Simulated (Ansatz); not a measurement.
A zone-centre phonon calculation of ReTc (P-6m2, 2 atoms in the cell) with Ansatz (a first-principles code).

Method: LDA (PW92), default PAW files made with PBE (plane waves; Ansatz).

```xyz
2
Lattice="2.7411 0.0000 0.0000 -1.3705 2.3738 0.0000 0.0000 0.0000 4.4269" Properties=species:S:1:pos:R:3 pbc="T T T"
Tc     1.3705     0.7913     0.0000
Re     0.0000     0.0000     2.2135
```

Reference input (self-consistent single point, DFT, LDA (PW92), plane waves, default PAW files made with PBE): basis.ecutwfc = 36.7 Ry; kpoints.mp_grid.grid = 14 14 8; hamiltonian.xc = lda; hamiltonian.pseudopotentials = {kind: paw} (the program's default PAW files); scf.occupations.method = fermi_dirac; scf.occupations.width = 0.0073 Ry. This run's input differs from it in these lines:

```diff
@@ -22,6 +22,4 @@
     width: 0.0073 Ry
-output:
-  forces: true
-  eigenvalues: true
-  stress: true
+phonons:
+  method: dfpt
```

The program printed (abridged):

```
SCF iter   1: F=—  HF=-15889.579847 eV  |F-HF|=—  |Δ(HF+E_count)|=         —  Δρ=7.53e-2  dr2=3.34e0  ethr=3.10e-3  ⟨swp⟩=5.0  Hψ=21616  notcnv=0
all-band conjugate gradients solve this SCF's bands
preconditioner: auto → none
SCF iter   2: F=—  HF=-15889.265307 eV  |F-HF|=—  |Δ(HF+E_count)|=   3.15e-1  Δρ=5.71e-2  dr2=2.41e0  ethr=3.10e-3  ⟨swp⟩=2.0  Hψ=8624  notcnv=0
   [... lines left out ...]
SCF iter   6: F=—  HF=-15888.955576 eV  |F-HF|=—  |Δ(HF+E_count)|=   3.15e-5  Δρ=1.19e-4  dr2=4.31e-6  ethr=4.36e-7  ⟨swp⟩=2.2  Hψ=7435  notcnv=0
SCF iter   7: F=—  HF=-15888.955576 eV  |F-HF|=—  |Δ(HF+E_count)|=   2.78e-7  Δρ=1.21e-5  dr2=2.00e-8  ethr=1.44e-8  ⟨swp⟩=2.2  Hψ=7577  notcnv=0
SCF iter   8: F=—  HF=-15888.955575 eV  |F-HF|=—  |Δ(HF+E_count)|=   1.22e-6  Δρ=1.86e-6  dr2=4.78e-10  ethr=6.66e-11  ⟨swp⟩=2.6  Hψ=9232  notcnv=0
SCF iter   9: F=-15888.955575 eV  HF=-15888.955575 eV  |F-HF|=0.00e0  |Δ(HF+E_count)|=  1.06e-10  Δρ=1.71e-7  dr2=7.17e-12  ethr=1.00e-12  ⟨swp⟩=4.2  Hψ=28340  notcnv=0
SCF 1 converged in 9 iterations: F = -15888.955575 eV  dr2 = 7.17e-12
DFPT response loops at Γ: preconditioner auto → Kerker (q_TF=auto, 2.747 Å⁻¹) (partly filled bands, converged f_vac=0.000) …
Free energy (F): -15888.955575 eV
Internal energy: -15888.895802 eV  (E = F + TS)
E sigma→0 (E₀):  -15888.925688 eV
Entropy (-TS):   -0.059773 eV (-29.887 meV/atom)
Fermi energy:    23.053017 eV
--- Phonons (Γ-DFPT): 4 representative perturbations + reference, on 285 of 1568 k-points (Σ response iterations 12) ---
  k mesh reduced under 4 symmetry operations, with k and −k counted as one. Each operation leaves every solved displacement unchanged or reverses it
  ASR residual: 5.594e-4 → 0.000e0 eV/Å²; symmetrization residual: 1.182e-5 eV/Å²
  ASR residual per site (eV/Å²): 5.59e-4 4.22e-4
  Γ frequencies (cm⁻¹): 0.00 0.00 0.00 88.65 123.49 123.49
  non-analytic LO–TO correction: not included (Born effective charges unavailable; polar crystals: no LO–TO splitting at Γ)
```

The run converged in 9 iterations. 

Summary of the result:
Free energy E − TS (on the zero of these files): -15888.9556 eV
Fermi level (on the code's own zero): 23.05 eV
Zone-centre frequencies (cm⁻¹; negative means imaginary): 0, 0, 0, 89, 123, 123

The starting cell comes from a database of computed structures (which also holds hypothetical and non-ambient phases and stackings), without a prior relaxation at this level. Its lattice was rescaled by up to half a per cent. Spin polarisation is off. The cutoff lies below the one recommended for these files.

Cost on one core of a shared machine: roughly 90 s.

Keys are those of Ansatz 0.2.
